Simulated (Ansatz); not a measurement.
We consider Ga2S3 (Imm2, No. 44, 5 atoms in the cell; start mp-1224796; a measured phase of this formula has another space group), described by r²SCAN (PAW; Ansatz, a first-principles code).

Settings: plane-wave cutoff 560 eV, 12×12×12 k mesh, Fermi–Dirac smearing 0.01 eV, scalar-relativistic PAW data made under PBE.

Cell (relaxed at this level):

```
Ga2S3
1.0
   -1.83814     5.56712     2.67918
    1.83814    -5.56712     2.67918
    1.83814     5.56712    -2.67918
Ga S
2 3
Direct
  0.16623   0.00702   0.15921
  0.84782   0.00702   0.84079
  0.90847   0.24244   0.66603
  0.57641   0.24244   0.33397
  0.25107   0.25107   0.00000
```

Task: Estimate the band gap and smallest direct gap on the k points sampled that the calculation returns.

Result: 
- band gap: 1.95 eV (indirect)
- smallest direct gap on the k points sampled: 2.08 eV

Spin–orbit coupling is not included.

Static lattice: no zero-point or thermal effects.

A start named mp-… is a Materials Project structure, which need not be a measured phase.
